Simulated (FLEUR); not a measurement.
FLEUR run on Tc3N (P-6m2, 4 atoms in the cell): self-consistent single point.

Method: FLEUR with PBEsol, all-electron FLAPW (FLEUR), scalar-relativistic valence.

The change in words: lattice scaled by 0.98. Reference geometry:
```xyz
4
Lattice="2.7978 0.0000 0.0000 -1.3989 2.4230 0.0000 0.0000 0.0000 7.0393" Properties=species:S:1:pos:R:3 pbc="T T T"
Tc     0.0000     0.0000     3.5197
Tc     1.3989     0.8077     5.6549
Tc     1.3989     0.8077     1.3844
N      0.0000     0.0000     0.0000
```

Reference input (self-consistent single point, DFT, PBEsol, all-electron FLAPW (FLEUR), scalar-relativistic valence): Kmax = 4.4 1/bohr; GmaxXC = 17.6 1/bohr; xcFunctional = PBEs; jspins = 1; l_soc = F; mode = gauss; fermiSmearingEnergy = 0.00183747 Htr; mesh (inpgen div1-3) = 14 14 5; inpgen gamma flag = true; Gmax = 17.6 1/bohr; numbands = 0; maxIterBroyd = 15. This run's input differs from it in these lines:

```diff
@@ -3,5 +3,5 @@
 &input film=f /
-2.7977898762 0.0000000287 0.0000000000
--1.3988949630 2.4229570929 0.0000000000
-0.0000000000 0.0000000000 7.0393400000
+2.7418340595 -0.0000000138 0.0000000000
+-1.3709170178 2.3744979554 0.0000000000
+0.0000000000 0.0000000000 6.8985530000
 1.8897261246
@@ -46,5 +46,5 @@
          <bravaisMatrix>
-            <row-1>    5.2870566201965392     0.0000000542351398     0.0000000000000000</row-1>
-            <row-2>   -2.6435283571524502     4.5787253172379989     0.0000000000000000</row-2>
-            <row-3>    0.0000000000000000     0.0000000000000000    13.3024246979417633</row-3>
+            <row-1>    5.1813154515552204    -0.0000000260782205     0.0000000000000000</row-1>
+            <row-2>   -2.5906577031953830     4.4871508191286651     0.0000000000000000</row-2>
+            <row-3>    0.0000000000000000     0.0000000000000000    13.0363758260377018</row-3>
          </bravaisMatrix>
```

The program printed (abridged):

```
 Iteration:     1   Distance:      18.54226710 me/bohr^3
 Iteration:     2   Distance:      15.01560694 me/bohr^3
 Iteration:     3   Distance:      10.90349935 me/bohr^3
 Iteration:     4   Distance:       6.82606341 me/bohr^3
 Iteration:     5   Distance:       3.70595269 me/bohr^3
   [... 12 lines left out ...]
 Iteration:    18   Distance:       0.00013122 me/bohr^3
 Iteration:    19   Distance:       0.00005129 me/bohr^3
 Iteration:    20   Distance:       0.00002159 me/bohr^3
 Iteration:    21   Distance:       0.00000277 me/bohr^3
 Reset of history
 Run finished successfully
 Stop message:
   Structural relaxation: new displacements generated

[file out, last iteration]
             iter=     22
[...]
          total density-effective poten   -2.1044944883E+04
          total charge density-energy d   -3.8658941764E+02
 Updated energy parameters for spin:           1
[...]
 fermi energy and band-weighting factors:

[...]
FERMIE:
          first approx. to ef    (T=0)  :   0.671350 htr   (energy of the highest occ. eigenvalue)
          number of occ. states  (T=0)  :       1812
          first approx. to seigv (T=0)  : -11.739888 htr
          sum of weights of occ. states :  25.009184
          sum of semicore charge        :   0.000000 e
          fermi energy=   0.67126 har   work function= -18.26599 ev
          number of valence electrons=  50.00000
   [... lines left out ...]
          total moment                 =     0.00000
 Direct bandgap for spin            1 :    1.2392033576505979E-003  Htr
   [... lines left out ...]

          total charge for spin  1=  136.000000
          interst. charge =       6.600783
          mt charge=             41.343468   41.457904    5.139941
          total charge  =  136.000000
          zc=   136.000000     qfix=    1.000000
     t o t a l  e n e r g y
          sum of eigenvalues =             -7640.8879417973
          density-effective potential i   -21044.9448829505
          charge density-ex.-corr.energ     -386.5894176423
```

The run converged in 21 iterations. FLEUR gives forces in its relaxation mode, with a further iteration, so its stop message speaks of a relaxation. Against the reference run the total energy rises by 27.1 meV/atom and the largest force goes from 0.284 to 0.055 eV/Å.

The starting cell comes from a database of computed structures (which also holds hypothetical and non-ambient phases and stackings), without a prior relaxation at this level. For this run, on top of that: lattice scaled by 0.98. Spin polarisation is off. Values depend on the basis (sphere radii, cutoffs, local orbitals), which need not be converged. The log's line on a gap gives a spacing of levels on this mesh, which the program prints for metals too.

Cost on one core of a shared machine: roughly 7 min.
